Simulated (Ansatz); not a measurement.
CaMoO4 (I4₁/a, No. 88), treated with r²SCAN+rVV10 (PAW; Ansatz, an electronic-structure program).

Run with plane-wave cutoff 560 eV, 10×10×10 k mesh, Fermi–Dirac smearing 0.01 eV, no spin polarisation, scalar-relativistic PAW data made under PBE.

Computed at the level's own relaxed cell.

**Question.** Give the computed band gap, equilibrium lattice constant a and lattice parameter c.

**Answer.** 
band gap: 3.78 eV (on the SCF k mesh)
equilibrium lattice constant a: 5.202 Å
lattice parameter c: 11.304 Å

Spin–orbit coupling is not included.

The computed numbers hold no vibrational or temperature effects.

The result took roughly 14 core-minutes.
